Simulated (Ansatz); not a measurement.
Functionals compared on the (32-50) surface of hcp Ti in its 1x1 cell, outermost plane spacing 0.19 Å in the ideal cut, in Ansatz (plane waves, PAW). The structure was relaxed with PBE; the other rows are single points on it. Cutoff 420 eV (500 eV for r2SCAN).

Slab: 36 atoms, 10.1 Å thick at the start (thin: gaps and levels are the slab's own); k 8x3x1, smearing 0.1 eV, dipole-corrected; all atoms relaxed; start symmetry kept, larger cells not searched; no spin, no spin-orbit, no U. These notes are the PBE run's.

```
functional  work function of the top face (eV)          rough cost of the single point
----------  ----------------------------------  --------------------------------------
PBE                                       3.39                                       –
LDA                                       3.62                 roughly 11 core-minutes
PBEsol                                    3.45  about 11 core-minutes (a rough figure)
RPBE                                         ?  about 11 core-minutes (a rough figure)
r2SCAN                                    3.40                 roughly 20 core-minutes
```

**Question.** What belongs in the gaps?

**Answer.** 
- RPBE, work function of the top face (eV): 3.26

Ansatz is a program for electronic structure.
